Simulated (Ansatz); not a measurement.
A relaxation of cell and atoms of C (P6_3/mmc, 4 atoms in the cell) with Ansatz (a first-principles code).

Computed with PBE, PAW files (plane waves; Ansatz).

```yaml
crystal:
  lattice:
    - [1.23000, -2.13042, 0.00000]
    - [1.23000, 2.13042, 0.00000]
    - [0.00000, 0.00000, 6.71000]
  atoms:
    - { symbol: C, position: [0.00000, 0.00000, 0.25000] }
    - { symbol: C, position: [0.00000, 0.00000, 0.75000] }
    - { symbol: C, position: [0.33333, 0.66667, 0.25000] }
    - { symbol: C, position: [0.66667, 0.33333, 0.75000] }
```

Reference input (self-consistent single point, DFT, PBE, plane waves, PAW files): kpoints.mp_grid.grid = 15 15 5; hamiltonian.xc = pbe; hamiltonian.pseudopotentials = {kind: paw} (an earlier, softer set of the program's PAW files); scf.occupations.method = gaussian; scf.occupations.width = 0.136 eV. This run's input differs from it in these lines:

```diff
@@ -18,2 +18,4 @@
   occupations: { method: gaussian, width: 0.136 }
+relax:
+  cell: {}
 output:
```

The program printed (abridged):

```
   [... SCF lines of the steps left out ...]
relax step   1: F+E_penalty+E_count = -1003.71191053 eV  Δ(F+E_penalty+E_count) = +0.000e0 eV  max|allowed force component| = 2.220e-16 eV/Å  Δτ_max = 0.0000 Å  P = +3.120 GPa  Ω = 35.166 Å³  (7 SCF iters, dr2 threshold 1.00e-7 eV, accepted)
relax step   2: F+E_penalty+E_count = -1003.73459576 eV  Δ(F+E_penalty+E_count) = -2.269e-2 eV  max|allowed force component| = 6.106e-16 eV/Å  Δτ_max = 0.0000 Å  P = +1.101 GPa  Ω = 36.957 Å³  energy of the carried Pulay correction = -4.076e-3 eV  [...]
   [... lines left out ...]
relax step  21: F+E_penalty+E_count = -1003.77099937 eV  Δ(F+E_penalty+E_count) = +1.361e-4 eV  max|allowed force component| = 8.512e-16 eV/Å  Δτ_max = 0.0000 Å  P = +0.000 GPa  Ω = 44.672 Å³  energy of the carried Pulay correction = -8.949e-4 eV  [...]
relax step  22: F+E_penalty+E_count = -1003.77194868 eV  Δ(F+E_penalty+E_count) = -9.493e-4 eV  max|allowed force component| = 1.036e-15 eV/Å  Δτ_max = 0.0000 Å  P = +0.009 GPa  Ω = 44.672 Å³  stress off target by 4.30e-2 GPa  SCF on the basis [...]
basis re-selected at this cell: Δ(F+E_penalty+E_count) = -9.493e-4 eV, ΔP = +0.009 GPa vs the last step
the relaxation is at rest under the 24 symmetry operations that the run kept from its start: a minimum is not shown …
Stability not checked: this state was not tested for a lower state beside it, because too few of the mixer's solves of this state at the end of the SCF gave a …
Free energy (F): -1003.771949 eV
Internal energy: -1003.769714 eV  (E = F + TS)
   [... lines left out ...]
Fermi energy:    4.667502 eV
  cell:  # Å, volume = 44.6721 Å³
   [... lines left out ...]
  atoms:
    - { symbol: C, position: [6.851574447422096e-32, 2.0936100921301934e-31, 0.24999999999999997] }
    - { symbol: C, position: [6.349938101561751e-32, -2.24880846530446e-31, 0.7499999999999999] }
    - { symbol: C, position: [0.3333333333333333, 0.6666666666666665, 0.24999999999999997] }
    - { symbol: C, position: [0.6666666666666665, 0.3333333333333333, 0.7499999999999999] }
```

The run converged. 

Summary of the result:
- Free energy E − TS (on the zero of these files): -1003.7719 eV
- Fermi level (on the code's own zero): 4.67 eV
- Pressure: 0.01 GPa
- Final cell: a = 2.467 Å, b = 2.467 Å, c = 8.479 Å, α = 90.00°, β = 90.00°, γ = 120.00°
- Final volume per atom: 11.17 Å³
- Relaxation steps: 22

The starting cell has typed, rounded lattice constants, without a prior relaxation at this level. The relaxation keeps the symmetry of its start, so its end need not be a minimum. Ansatz's pressure includes its estimate of the finite-basis (Pulay) stress. One axis grew by 26 %: without a dispersion term the functional hardly binds the layers.

Cost on one core of a shared machine: roughly 60 s.

Keys are those of Ansatz 0.2.
